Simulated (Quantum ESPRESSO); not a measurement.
## Short convergence ladders for LuBi (I4mm, 2 atoms in the cell)

```xyz
2
Lattice="0.0000 3.1175 3.1175 3.1175 0.0000 3.1175 3.1175 3.1175 0.0000" Properties=species:S:1:pos:R:3 pbc="T T T"
Lu     3.1175     3.1175     3.1675
Bi     0.0000     0.0000     0.0000
```

Base method: LDA (PZ), PSlibrary ultrasoft (LDA) pseudopotentials (plane waves; Quantum ESPRESSO).

Base settings: ecutwfc = 50 Ry; ecutrho = 500 Ry; occupations = smearing; smearing = fermi-dirac; degauss = 0.0073499 Ry; potentials = {Lu: Lu.pz-spdn-rrkjus_psl.1.0.0.UPF, Bi: Bi.pz-dn-rrkjus_psl.1.0.0.UPF}; K_POINTS = automatic 4 4 4 0 0 0; conv_thr = 1e-09 Ry.

The count of work is k-points × plane waves × bands × iterations; it is no time. 

**Shifted k-point meshes**

Only quantities that move along the ladder and can be compared are tabulated.

| K_POINTS | free energy less the last step's (meV/atom) | pressure (GPa) | largest difference of a force vector from the last step's (eV/Å) | count of work / last |
|---|---|---|---|---|
| automatic 2 2 2 1 1 1 | -28.57 | -5.25 | 0.056 | 0.0064 |
| automatic 4 4 4 1 1 1 | 6.70 | -5.25 | 0.008 | 0.038 |
| automatic 6 6 6 1 1 1 | 0.68 | -5.40 | 0.003 | 0.13 |
| automatic 8 8 8 1 1 1 | 0.02 | -5.43 | 0.000 | 0.31 |
| automatic 10 10 10 1 1 1 | -0.07 | -5.43 | 0.001 | 0.59 |
| automatic 12 12 12 1 1 1 | 0.00 | -5.42 | 0.000 | 1.0 |

Coarsest K_POINTS that holds the free energy within 0.5 meV/atom of the last step, with all finer ones: automatic 8 8 8 1 1 1, at 0.31 of the last step's count of work; the step before is off by 0.68 meV/atom.

Coarsest K_POINTS that holds the pressure within 0.05 GPa of the last step, with all finer ones: automatic 6 6 6 1 1 1, at 0.13 of the last step's count of work; the step before is off by 0.17 GPa.

Coarsest K_POINTS that holds the forces within 0.02 eV/Å of the last step, with all finer ones: automatic 4 4 4 1 1 1, at 0.038 of the last step's count of work; the step before is off by 0.056 eV/Å.

**The k-point mesh at a smearing width of 0.3 eV**

In this ladder: degauss = 0.02205 Ry.

Only quantities that move along the ladder and can be compared are tabulated.

```tsv
K_POINTS	free energy less the last step's (meV/atom)	pressure (GPa)	largest difference of a force vector from the last step's (eV/Å)	count of work / last
automatic 3 3 3 0 0 0	103.52	-5.48	0.008	0.0097
automatic 5 5 5 0 0 0	7.94	-5.35	0.001	0.033
automatic 10 10 10 0 0 0	-0.08	-5.34	0.000	0.19
automatic 15 15 15 0 0 0	0.00	-5.34	0.000	0.60
automatic 18 18 18 0 0 0	0.00	-5.34	0.000	1.0
```

Coarsest K_POINTS that holds the forces within 0.005 eV/Å of the last step, with all finer ones: automatic 5 5 5 0 0 0, at 0.033 of the last step's count of work; the step before is off by 0.008 eV/Å.

Coarsest K_POINTS that holds the pressure within 0.05 GPa of the last step, with all finer ones: automatic 5 5 5 0 0 0, at 0.033 of the last step's count of work; the step before is off by 0.14 GPa.

Coarsest K_POINTS that holds the free energy within 5 meV/atom of the last step, with all finer ones: automatic 10 10 10 0 0 0, at 0.19 of the last step's count of work; the step before is off by 7.9 meV/atom.

**The SCF threshold**

The mesh stays at the base's, so the ladder's end is converged at best in this setting alone.

Only quantities that move along the ladder and can be compared are tabulated.

| conv_thr | free energy less the last step's (meV/atom) | largest difference of a force vector from the last step's (eV/Å) | count of work / last |
|---|---|---|---|
| 0.0073 Ry | 22.07 | 0.094 | 0.18 |
| 7.3e-05 Ry | 0.05 | 0.001 | 0.36 |
| 7.3e-07 Ry | 0.00 | 0.006 | 0.45 |
| 7.3e-09 Ry | 0.00 | 0.000 | 0.64 |
| 1e-09 Ry | 0.00 | 0.000 | 0.73 |
| 7.3e-12 Ry | 0.00 | 0.000 | 0.91 |
| 7.3e-14 Ry | 0.00 | 0.000 | 1.0 |

Coarsest conv_thr that holds the free energy within 1 meV/atom of the last step, with all finer ones: 7.3e-05 Ry, at 0.36 of the last step's count of work; the step before is off by 22 meV/atom.

Coarsest conv_thr that holds the forces within 0.01 eV/Å of the last step, with all finer ones: 7.3e-05 Ry, at 0.36 of the last step's count of work; the step before is off by 0.094 eV/Å.

On the base run: the starting cell comes from a database of computed structures (which also holds hypothetical and non-ambient phases and stackings), without a prior relaxation at this level. Its lattice was rescaled by up to half a per cent. One atom was moved a little off its site on purpose. In the base run, with a pressure of about -5 GPa the cell is away from its equilibrium volume at this level. Without a gap this mesh is coarse (it stands for a supercell whose shortest vector is 18 Å).
